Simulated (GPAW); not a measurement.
## Input and output of a self-consistent single point for LaNi2B2C (I4/mmm, 6 atoms in the cell) (GPAW)

Level of theory: LDA (Perdew-Wang 92), GPAW PAW datasets LDA (gpaw-data 1.0.1) (plane waves; GPAW).

Input:

```python
from ase import Atoms
from ase.units import GPa
from gpaw import GPAW, PW, FermiDirac

atoms = Atoms(['La', 'Ni', 'Ni', 'B', 'B', 'C'],
              cell=[[-1.889205, 1.889205, 4.909195],
                    [1.889205, -1.889205, 4.909195],
                    [1.889205, 1.889205, -4.909195]],
              scaled_positions=[[0.000000, 0.000000, 0.000000],
                                [0.750000, 0.250000, 0.500000],
                                [0.250000, 0.750000, 0.500000],
                                [0.348130, 0.348130, 0.000000],
                                [0.651870, 0.651870, 0.000000],
                                [0.500000, 0.500000, 0.000000]],
              pbc=True)

calc = GPAW(mode=PW(950),
            xc='LDA',
            kpts={'size': (8, 8, 8), 'gamma': True},
            occupations=FermiDirac(0.1),
            nbands=-14,
            convergence={'forces': 0.001},
            symmetry={'symmorphic': False, 'tolerance': 0.0005},
            maxiter=100)

atoms.calc = calc

energy = atoms.get_potential_energy()
print('Energy (eV):', round(energy, 6))
forces = atoms.get_forces()
print('Forces (eV/Ang):')
print(forces.round(5))
stress = atoms.get_stress()
print('Stress (GPa, Voigt):', (stress / GPa).round(4))
```

The program printed (abridged):

```
Input parameters:
  convergence: {forces: 0.001}
  kpts: {gamma: True,
         size: (8, 8, 8)}
  maxiter: 100
  mode: {ecut: 950.0,
         name: pw}
  nbands: -14
  occupations: {fixmagmom: False,
                name: fermi-dirac,
                width: 0.1}
  symmetry: {symmorphic: False,
             tolerance: 0.0005}

species:
  La:
    name: Lanthanum
    Z: 57.0
    valence: 11
    core: 46
    charge: 0.0
    file: La.LDA.gz

    # Using partial waves for La as LCAO basis

  Ni:
    name: Nickel
    Z: 28.0
    valence: 16
    core: 12
    charge: 0.0
    file: Ni.LDA.gz

    # Using partial waves for Ni as LCAO basis

  B:
    name: Boron
    Z: 5.0
    valence: 3
    core: 2
    charge: 0.0
    file: B.LDA.gz

    # Using partial waves for B as LCAO basis

  C:
    name: Carbon
    Z: 6.0
    valence: 4
    core: 2
    charge: 0.0
    file: C.LDA.gz

    # Using partial waves for C as LCAO basis

Reference energy: -315883.845757  # eV

Spin-paired calculation

Convergence criteria:
 Maximum [total energy] change in last 3 cyles: 0.0005 eV / valence electron
 Maximum integral of absolute [dens]ity change: 0.0001 electrons / valence electron
 Maximum integral of absolute [eigenst]ate change: 4e-08 eV^2 / valence electron
 Maximum change in the atomic [forces] across last 2 cycles: 0.001 eV/Ang OR
Maximum error relative to the maximum force is below inf
 Maximum number of scf [iter]ations: 100

Symmetries present (total): 16
Symmetries with fractional translations: 0
512 k-points: 8 x 8 x 8 Monkhorst-Pack grid + [1/16,1/16,1/16]
59 k-points in the irreducible part of the Brillouin zone
       k-points in crystal coordinates                weights
   0:     0.00000000    0.00000000    0.00000000          1/512
   1:     0.12500000   -0.12500000    0.00000000          4/512
   2:     0.12500000   -0.12500000    0.12500000          4/512
   [... 7 lines left out ...]
          ...
  58:     0.50000000    0.50000000    0.50000000          1/512

Wave functions: Plane wave expansion
  Cutoff energy: 950.000 eV
  Number of coefficients (min, max): 4622, 4697
  Pulay-stress correction: 0.000000 eV/Ang^3 (de/decut=0.000000)

Occupation numbers: Fermi-Dirac:
  width: 0.1000  # eV

Eigensolver

Densities:
  Coarse grid: 40*40*40 grid
  Fine grid: 80*80*80 grid
  Total Charge: 0.000000

Density mixing:
  Method: separate
  Backend: pulay
  Linear mixing parameter: 0.05
  old densities: 5
  Damping of long wavelength oscillations: 50

Hamiltonian:
  XC and Coulomb potentials evaluated on a 80*80*80 grid
  External potential:
    NoExternalPotential

Number of atoms: 6
Number of atomic orbitals: 56
Number of bands in calculation: 40
Number of valence electrons: 53
Bands to converge: occupied

Density initialized from atomic densities
  40 bands from LCAO basis set

Atomic positions and initial magnetic moments

Positions:
   0 La     0.000000    0.000000    0.000000    ( 0.0000,  0.0000,  0.0000)
   1 Ni     0.000000    1.889205    2.454598    ( 0.0000,  0.0000,  0.0000)
   2 Ni     1.889205    0.000000    2.454598    ( 0.0000,  0.0000,  0.0000)
   3 B      0.000000   -0.000000    3.418076    ( 0.0000,  0.0000,  0.0000)
   4 B     -0.000000    0.000000    6.400314    ( 0.0000,  0.0000,  0.0000)
   5 C      0.000000    0.000000    4.909195    ( 0.0000,  0.0000,  0.0000)

Unit cell:
           periodic     x           y           z      points  spacing
  1. axis:    yes   -1.889205    1.889205    4.909195    40     0.0882
  2. axis:    yes    1.889205   -1.889205    4.909195    40     0.0882
  3. axis:    yes    1.889205    1.889205   -4.909195    40     0.0668

  Lengths:   5.589131   5.589131   5.589131
  Angles:  140.488146 140.488146  57.112864

Effective grid spacing dv^(1/3) = 0.1031

     iter     time        total  log10-change:
                         energy   eigst   dens  force
iter:   1 --:--:--   -52.172779
iter:   2 --:--:--   -51.730844   -0.29  -1.20
iter:   3 --:--:--   -50.150263   -0.50  -1.25
iter:   4 --:--:--   -50.143126   -1.37  -1.70
iter:   5 --:--:--   -50.146522c  -1.84  -1.70
iter:   6 --:--:--   -50.143121c  -2.37  -1.70
iter:   7 --:--:--   -51.185739   -1.07  -1.71
iter:   8 --:--:--   -50.189207   -0.99  -1.48
iter:   9 --:--:--   -50.153419   -2.26  -2.13
iter:  10 --:--:--   -50.176743   -2.71  -2.42
iter:  11 --:--:--   -50.153214c  -2.69  -2.26
iter:  12 --:--:--   -50.154151c  -3.64  -2.94
iter:  13 --:--:--   -50.153030c  -4.48  -2.83
iter:  14 --:--:--   -50.153957c  -3.52  -2.95
iter:  15 --:--:--   -50.152726c  -3.76  -2.89
iter:  16 --:--:--   -50.152581c  -5.01  -3.43
iter:  17 --:--:--   -50.152560c  -5.63  -3.63
iter:  18 --:--:--   -50.152572c  -5.50  -3.69
iter:  19 --:--:--   -50.152553c  -5.76  -3.79
iter:  20 --:--:--   -50.152581c  -5.84  -3.88
iter:  21 --:--:--   -50.152539c  -6.08  -3.90
iter:  22 --:--:--   -50.152539c  -6.63  -4.43c
iter:  23 --:--:--   -50.152546c  -7.91c -4.45c
iter:  24 --:--:--   -50.152545c  -8.44c -4.60c -3.01c

Converged after 24 iterations.

Dipole moment: (0.000000, -0.000000, -0.000000) |e|*Ang

Energy contributions relative to reference atoms: (reference = -315883.845757)

Kinetic:        +40.075190
Potential:      -32.093471
External:        +0.000000
XC:             -57.735701
Entropy (-ST):   -0.078975
Local:           -0.359076
SIC:             +0.000000
--------------------------
Free energy:    -50.192033
Extrapolated:   -50.152545

Showing only first 2 kpts
 Kpt  Band  Eigenvalues  Occupancy
  0    24      9.16488    1.99997
  0    25      9.16488    1.99997
  0    26      9.57978    1.99823
  0    27      9.69817    1.99422

  1    24      9.00841    1.99999
  1    25      9.16540    1.99997
  1    26      9.88672    1.96251
  1    27     10.71610    0.02584

Fermi level: 10.28251

No gap
No difference between direct/indirect transitions
Energy (eV): -50.152545

Forces in eV/Ang:
  0 La   -0.00000    0.00000    0.00000
  1 Ni    0.00000    0.00000    0.00000
  2 Ni    0.00000    0.00000    0.00000
  3 B     0.00000    0.00000   -0.03594
  4 B     0.00000    0.00000    0.03594
  5 C    -0.00000    0.00000   -0.00000

Stress tensor:
     0.053519     0.000000    -0.000000
     0.000000     0.053519    -0.000000
    -0.000000    -0.000000     0.047985
Stress (GPa, Voigt): [ 8.5746  8.5746  7.6881 -0.     -0.      0.    ]
```

The run converged in 24 iterations. GPAW prints stress with tension positive.

At such cutoffs GPAW's stress carries a finite-basis (Pulay) error, which enters relaxed cells too; its log prints stress with tension positive.

The starting cell comes from a database of computed structures (which also holds hypothetical and non-ambient phases and stackings), without a prior relaxation at this level. Spin polarisation is off.

Cost on one core of a shared machine: roughly 5 min.
